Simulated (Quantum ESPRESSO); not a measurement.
# Equation of state of fluorite-structure AuAl2 (space group 225): energy against volume (Quantum ESPRESSO, PBE)

```
AuAl2
1.0
    0.00000     2.94666     2.94666
    2.94666     0.00000     2.94666
    2.94666     2.94666     0.00000
Al Au
2 1
Direct
  0.25000   0.25000   0.25000
  0.75000   0.75000   0.75000
  0.00000   0.00000   0.00000
```

Computed with PBE, GBRV 1.5 ultrasoft (PBE) pseudopotentials (plane waves; Quantum ESPRESSO). Settings: ecutwfc = 52 Ry; ecutrho = 416 Ry; occupations = smearing; smearing = fermi-dirac; degauss = 0.0036749 Ry; potentials = {Al: al_pbe_v1.uspp.F.UPF, Au: au_pbe_v1.uspp.F.UPF}; K_POINTS = automatic 17 17 17 0 0 0; conv_thr = 1e-10 Ry; mixing_beta = 0.4. The cell above is the first row's. The rows scale it uniformly. In all rows fractional positions and the k mesh are held. E is the free energy at the stated smearing, counted from the lowest row.

| V (Å^3/atom) | E (meV/atom) |
|---|---|
| 17.057 | ? |
| 17.428 | 24.36 |
| 17.798 | 10.36 |
| 18.169 | 2.47 |
| 18.540 | 0.00 |
| 18.911 | 2.37 |
| 19.282 | 9.02 |
| 19.652 | 19.46 |
| 20.023 | 33.26 |

**Question.** Fit E against V with the third-order Birch-Murnaghan form, a cubic in V^(-2/3), and predict the withheld value at V = 17.057.

**Answer.** With u = V^(-2/3) - 0.142, the rows have u = 0.006765, 0.004696, 0.002692, 0.000756, -0.001118, -0.002930, -0.004682, -0.006383. Least squares gives E = 0.402 - 1028.38·u + 660041·u² + 2285310·u³. Residuals (row less fit): 0.001, -0.005, 0.009, -0.003, -0.004, -0.004, 0.009, -0.004; standard error 0.008 (degrees of freedom: 4). Its minimum lies at u = 0.000776, so V0 = (0.142776)^(-3/2) = 18.54. There d²E/du² = 1331000 and d³E/du³ = 1.371e7, so B0 = (4/9) × 18.54^(-7/3) × 1331000 × 0.160218 = 104 GPa (the last factor turns the table's units into GPa), and B0' = 4 + (2/3) × 0.142776 × (1.371e7)/1331000 = 5.0. The program's pressures in the fitted runs (not shown) pass through zero at V = 18.53, 0.01 % from this V0. At the withheld row, u = 0.008915, so E = 0.402 - 1028.38 × 0.008915 + 660041 × 0.008915² + 2285310 × 0.008915³ = 45.311 meV/atom. The calculation gives 45.22 meV/atom, 0.091 meV/atom below the prediction (0.2 % of the range of E in the table). The row lies outside the fitted rows, so this is an extrapolation. From the scatter of the fitted rows alone, a prediction at this place has a standard error of 0.022 meV/atom, so the miss is 4.1 times that.

Carrying the step between the two nearest rows on in a straight line would have given 38.40, off by 6.82; series whose last step already gives the withheld value aren't shown. The scan was laid around a cell of about the measured size, scaled by a guess for this functional. The runs keep the symmetry of the cell, so they don't test it for distortions. Spin-orbit coupling is off. Cutoffs and mesh are single choices, not tested for convergence of this quantity. Series with a scatter that would blur these digits, or in which a gap closes, are not shown. Nor are scans whose minimum lies at an end fitted in this form.

Terms beyond the fitted order, or numerical noise in single rows, can give a miss of this size; the table doesn't tell which.
